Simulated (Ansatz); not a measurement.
An Ansatz (a quantum-chemistry and plane-wave program) run: Ba2TaBiO6 with a change (pressure −1 GPa); PBEsol (Ansatz), no spin-orbit coupling.

Input:

Ansatz 0.2 input:
```yaml
crystal:
  lattice:
    - [5.1936390398, -3.0042791822, 0]
    - [5.1936390398, 3.0042791822, 0]
    - [-3.5084554828, 0, 4.9729511086]
  atoms:
    - { symbol: Ba, position: [0.2485574788, 0.2485574788, 0.2418344769] }
    - { symbol: Ba, position: [0.7514425212, 0.7514425212, 0.7581655231] }
    - { symbol: Ta, position: [0.5, 0.5, 0] }
    - { symbol: Bi, position: [0, 0, 0.5] }
    - { symbol: O, position: [0.6928891495, 0.2268122003, 0.1868375471] }
    - { symbol: O, position: [0.3071108505, 0.7731877997, 0.8131624529] }
    - { symbol: O, position: [0.7731877997, 0.3071108505, 0.8131624529] }
    - { symbol: O, position: [0.2268122003, 0.6928891495, 0.1868375471] }
    - { symbol: O, position: [0.2715418025, 0.2715418025, 0.6991154861] }
    - { symbol: O, position: [0.7284581975, 0.7284581975, 0.3008845139] }
basis: { ecutwfc: 420, ecutrho_ratio: 4, xc_grid: 2, fft_grid_basis: typed }
kpoints: { mp_grid: { grid: [7, 7, 7] } }
hamiltonian:
  xc: pbesol
  dispersion: none
  pseudopotentials: { kind: paw }
scf: { occupations: { method: fermi_dirac, width: 0.05 } }
relax: { f_tol: 0.01, max_steps: 60, cell: { stress_tol: 0.02, p_target: -1.0 } }
output: { forces: true, stress: true }
checkpoint: { write: state.ck, write_every: 1000 }
```

Output (explanatory and most iteration lines left out):

```
Relaxation: its limit of steps is 60 (relax.max_steps)
Pseudopotential: Ba, paw, valence charge 10
Pseudopotential: Ta, paw, valence charge 13
Pseudopotential: Bi, paw, valence charge 15
Pseudopotential: O, paw, valence charge 6
Crystal: 10 atoms, lattice volume = 155.187 Å³
Basis set: ecut = 420 eV, 3039 PW (Γ), exchange–correlation on 90×90×90 points (8 copies of the dense FFT grid, shifted against one another)
Bands: 52, of which v1, the nominal top of the filled ones, is band 42 counted from 1 (41 counted from 0)
Symmetry: 4 space group operations
Space group: C2/m (ITA 12), of the structure as read, at distance tolerance 5.4e-5 Å
k-points: 100 of 343
Functional: x = pbesol(κ = 0.804, μ = 0.12345679012345678), c = pbesol(β = 0.046)
SCF iter   1: F=—  HF=-37149.691087 eV  |F-HF|=—  |Δ(HF+E_count)|=         —  Δρ=1.49e-2  dr2=2.97e-1  ethr=1.77e-3  ⟨swp⟩=9.4  Hψ=25623  notcnv=0  defer=38
SCF iter   2: F=—  HF=-37149.621133 eV  |F-HF|=—  |Δ(HF+E_count)|=   7.00e-2  Δρ=4.21e-3  dr2=2.05e-2  ethr=3.54e-4  ⟨swp⟩=2.7  Hψ=9798  notcnv=0  defer=344
SCF 1 converged in 8 iterations: F = -37149.617215 eV  dr2 = 2.21e-8
relax step   1: F+E_penalty+E_count = -37149.61721530 eV  Δ(F+E_penalty+E_count) = +0.000e0 eV  max|allowed force component| = 2.698e-4 eV/Å  Δτ_max = 0.0000 Å  P = -0.001 GPa  Ω = 155.187 Å³  (8 SCF iters, dr2 threshold 1.00e-7 eV, accepted)
[... steps on the carried basis left out ...]
relax step   7: F+E_penalty+E_count = -37149.61338085 eV  Δ(F+E_penalty+E_count) = -1.139e-4 eV  max|allowed force component| = 1.289e-3 eV/Å  Δτ_max = 0.0000 Å  P = -0.997 GPa  Ω = 156.371 Å³  stress off target by 7.74e-3 GPa  SCF on the basis re-selected at this cell (its energy is not comparable with the rows above)  (6 SCF iters)
SCF converged after 6 iterations
Free energy (F): -37149.613381 eV
Internal energy: -37149.613381 eV  (E = F + TS)
E sigma→0 (E₀):  -37149.613381 eV
Fermi energy:    11.686230 eV
--- Forces (eV/Å), atoms counted from 1 ---
  atom   1  Ba    -0.00020613     0.00000000     0.00059916
  atom   2  Ba     0.00020613    -0.00000000    -0.00059916
  atom   3  Ta     0.00000000     0.00000000     0.00000000
  atom   4  Bi    -0.00000000     0.00000000     0.00000000
  atom   5  O     -0.00040528     0.00026132    -0.00080021
  atom   6  O      0.00040528    -0.00026132     0.00080021
  atom   7  O      0.00040528     0.00026132     0.00080021
  atom   8  O     -0.00040528    -0.00026132    -0.00080021
  atom   9  O     -0.00128875     0.00000000     0.00019324
  atom  10  O      0.00128875    -0.00000000    -0.00019324
--- Stress (GPa, compression-positive) ---
       -1.003421       0.000000      -0.003835
        0.000000      -0.992260      -0.000000
       -0.003835      -0.000000      -0.996650
  P = ⅓ Tr σ = -0.9974 GPa (-9.974 kbar)
--- Relaxed structure (5 steps of the walk, 3 accepted, 2 SCFs on fresh bases) ---
  cell:  # Å, volume = 156.3712 Å³
    - [5.207206237116264, -3.012993503993708, 0.002447687721361462]
    - [5.207206237116264, 3.012993503993708, 0.0024476877213614593]
    - [-3.5152768418069575, -1.6344614312912141e-18, 4.981724821194672]
  atoms:
    - { symbol: Ba, position: [0.2484939666020355, 0.2484939666020355, 0.24160966327717043] }
    - { symbol: Ba, position: [0.7515060333979646, 0.7515060333979646, 0.7583903367228294] }
    - { symbol: Ta, position: [0.49999999999999994, 0.49999999999999994, 0.0] }
    - { symbol: Bi, position: [2.7755575615628914e-17, 2.7755575615628914e-17, 0.49999999999999994] }
    - { symbol: O, position: [0.6930430933943412, 0.2275026808254454, 0.18720563751760597] }
    - { symbol: O, position: [0.3069569066056588, 0.7724973191745547, 0.812794362482394] }
    - { symbol: O, position: [0.7724973191745547, 0.3069569066056588, 0.812794362482394] }
    - { symbol: O, position: [0.2275026808254454, 0.6930430933943412, 0.18720563751760597] }
    - { symbol: O, position: [0.27172122402169296, 0.27172122402169296, 0.7000492793001497] }
    - { symbol: O, position: [0.728278775978307, 0.728278775978307, 0.29995072069985007] }
```

With Bi and Ta present, leaving out spin-orbit coupling can change the band edges. Load acts through the strain it causes; cell and atoms are relaxed under it. Stability against distortions was not tested. The cell was made from Ba2TaBiO6 (space group C2/m, No. 12; a cell from a computed database, its experimental status unchecked) by this change: pressure −1 GPa.
